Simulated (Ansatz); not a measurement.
Consider SrTiO3 in the cubic perovskite structure (space group Pm-3m, No. 221).

```yaml
crystal:
  lattice:
    - [3.89141, 0.00000, 0.00000]
    - [0.00000, 3.89141, 0.00000]
    - [0.00000, 0.00000, 3.89141]
  atoms:
    - { symbol: Sr, position: [0.00000, 0.00000, 0.00000] }
    - { symbol: Ti, position: [0.50000, 0.50000, 0.50000] }
    - { symbol: O, position: [0.00000, 0.50000, 0.50000] }
    - { symbol: O, position: [0.50000, 0.50000, 0.00000] }
    - { symbol: O, position: [0.50000, 0.00000, 0.50000] }
```

Cartesian axes are those of the cell as printed.

Level of theory: DFT with PBEsol, PAW potentials and a 420 eV plane-wave cutoff in Ansatz (a first-principles code), scalar-relativistic without spin-orbit coupling, earlier PAW set.

For the base:

```
Item                  Result
-------------------  -------
Smallest direct gap  2.19 eV
Band gap             1.86 eV
```

One thing is altered: uniaxial strain ε_xx = −1.09 %, all other strain components held at zero, atoms relaxed at fixed cell.

Problem. How does this affect the stress?

Solution. The stress (xx, yy, zz, yz, xz, xy; compression positive) is (4.05, 1.16, 1.16, 0.00, 0.00, 0.00) GPa.

Problem. What does the calculation give for the smallest direct gap after the change?

Solution. The smallest direct gap drops by 0.01 eV to 2.18 eV.

Problem. Predict the new energy relative to the base.

Solution. The energy grows by 1.6 meV/atom.

Problem. Estimate the effect on the band gap.

Solution. The band gap stays 1.86 eV.

No phonon test of stability was made. The final runs are not spin-polarised. Many cubic perovskites are stable only at high temperature; tilts and polar distortions were not tested.
